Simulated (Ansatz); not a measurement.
MoPt2 (Immm, No. 71) was calculated with rVV10 (PAW; Ansatz, a first-principles code).

Run with plane-wave cutoff 520 eV, 24×24×24 k mesh, Fermi–Dirac smearing 0.05 eV, no spin polarisation, scalar-relativistic PAW data made under PBE.

Energies at three volumes about the minimum:

| V (Å³/atom) | E − E_lowest (meV/atom) |
|---|---|
| 15.509 | 5.26 |
| 15.826 | 0.00 |
| 16.142 | 4.85 |

Q: Fit a parabola by hand: where is the minimum, and what is the bulk modulus?

A: Slopes: (0.00 − 5.26)/(15.826 − 15.509) = -16.593 and (4.85 − 0.00)/(16.142 − 15.826) = 15.348 meV/Å³. Curvature E″ = 2 × (15.348 − (-16.593))/(16.142 − 15.509) = 100.919 meV/Å⁶. From the middle of the first interval, the slope vanishes at V0 = 15.6675 − (-16.593)/100.919 = 15.832 Å³/atom. B = V0 E″ = 15.832 × 100.919 meV/Å³ × 0.1602 GPa per meV/Å³ = 256 GPa. The full Birch–Murnaghan fit to all volumes gives V0 = 15.826 Å³/atom and B0 = 255 GPa.

Shape and atoms are relaxed at each volume.

Note: the relaxation could not lower the start's symmetry, so the cell can be a saddle point above a distorted one; the bulk modulus comes from volumes at which shape and atoms were relaxed.
